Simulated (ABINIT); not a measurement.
Worked example: zone-centre phonon calculation of AgCl (Fm-3m, 2 atoms in the cell) in ABINIT.

Computed with PBE, norm-conserving pseudopotentials (PseudoDojo nc-sr-05 PBE standard) (plane waves; ABINIT 10.0.3).

This input was run:

```
# AgCl, PseudoDojo nc-sr-05 PBE standard
pp_dirpath "./"
pseudos "Ag.upf, Cl.upf"
acell 3*1.0
rprim
         0.0000000000    5.2177700459    5.2177700459
         5.2177700459    0.0000000000    5.2177700459
         5.2177700459    5.2177700459   -0.0000000000
natom 2
ntypat 2
znucl 47 17
typat 1 2
xred
         0.0000000000    0.0000000000    0.0000000000
         0.5000000000    0.5000000000    0.5000000000
ecut 70 Ry
ixc 11
occopt 1
nband 13
kptopt 1
ngkpt 5 5 5
nshiftk 1
shiftk 0 0 0
istwfk *1
nstep 50
tolvrs1 1.0e-16
ndtset 3
prtwf1 1
getwfk2 1
iscf2 -3
kptopt2 2
nqpt2 1
qpt2 0 0 0
rfelfd2 2
tolwfr2 1.0e-20
prtwf2 1
getddk3 2
rfelfd3 3
getwfk3 1
kptopt3 2
nqpt3 1
qpt3 0 0 0
tolvrs3 1.0e-09
rfphon3 1
asr 0
chneut 0
```

Output (repeated stretches shortened):

```
--- !BeginCycle
solver: {iscf: 7, nstep: 50, nline: 4, wfoptalg: 0, }
tolerances: {tolvrs: 1.00E-16, }
...

     iter   Etot(hartree)      deltaE(h)  residm     vres2
 ETOT  1  -169.67428105261    -1.697E+02 1.882E-01 4.034E+03
 ETOT  2  -170.10583224590    -4.316E-01 1.107E-01 7.948E+03
 ETOT  3  -171.28339479032    -1.178E+00 1.192E-01 1.011E+03
 ETOT  4  -171.38644516003    -1.031E-01 1.875E-01 3.978E+02
 ETOT  5  -171.43809895793    -5.165E-02 6.098E-03 5.634E+01
   [... 12 lines left out ...]
 ETOT 18  -171.44674893332    -3.297E-12 3.288E-16 1.552E-13
 ETOT 19  -171.44674893333    -6.764E-12 1.103E-16 2.102E-14
 ETOT 20  -171.44674893331     1.555E-11 7.852E-18 3.446E-15
 ETOT 21  -171.44674893333    -1.327E-11 2.619E-18 2.035E-17
 At SCF step   21       vres2   =  2.03E-17 < tolvrs=  1.00E-16 =>converged.

 Cartesian components of stress tensor (hartree/bohr^3)
  sigma(1 1)= -1.59284780E-05  sigma(3 2)=  0.00000000E+00
  sigma(2 2)= -1.59284780E-05  sigma(3 1)=  0.00000000E+00
  sigma(3 3)= -1.59284780E-05  sigma(2 1)=  0.00000000E+00

 ----iterations are completed or convergence reached----

 reduced coordinates (array xred) for    2 atoms
       0.000000000000      0.000000000000      0.000000000000
       0.500000000000      0.500000000000      0.500000000000
 cartesian forces (eV/Angstrom) at end:
    1     -0.00000000000000    -0.00000000000000    -0.00000000000000
    2     -0.00000000000000    -0.00000000000000    -0.00000000000000
 frms,max,avg= 0.0000000E+00 0.0000000E+00   0.000E+00  0.000E+00  0.000E+00 e/A
   [... lines left out ...]
 Fermi (or HOMO) energy (hartree) =   0.17277   Average Vxc (hartree)=  -0.37876
total_energy        : -1.71446748933327E+02
-Cartesian components of stress tensor (GPa)         [Pressure=  4.6863E-01 GPa]
 Unit cell volume ucvol=  2.8410888E+02 bohr^3
  WARNING : still subject to testing - especially symmetries.
 Unit cell volume ucvol=  2.8410888E+02 bohr^3
   [... lines left out ...]
-  1.762076E+02

  Phonon at Gamma, with non-analyticity in the
  direction (cartesian coordinates)  0.00000  0.00000  1.00000
 Phonon energies in Hartree :
  -1.177035E-05 -1.177035E-05 -1.079212E-05  5.188950E-04  5.188950E-04
   8.028609E-04
 Phonon frequencies in cm-1    :
- -2.583294E+00 -2.583294E+00 -2.368596E+00  1.138843E+02  1.138843E+02
-  1.762076E+02

 Calculation completed.
```

The run converged in 21 iterations. 

Summary of the result:
- Free energy E − TS: -4665.30 eV
- Fermi level (on the code's own zero): 4.70 eV
- Pressure: 0.47 GPa
- Zone-centre frequencies (cm⁻¹; negative means imaginary; no sum rule applied): -3, -3, -3, 114, 114, 114
- ε∞ at this k-point mesh, which may be far from converged in small-gap cells (xx, yy, zz): 5.28, 5.28, 5.28
- Born charges at this mesh (mean of the diagonal, e): Ag 1.44, Cl -1.49

The starting cell has typed, rounded lattice constants, without a prior relaxation at this level. Its lattice was rescaled by up to half a per cent. The frequencies listed for the zone centre hold no LO-TO term.

Cost on one core of a shared machine: roughly 6 min.
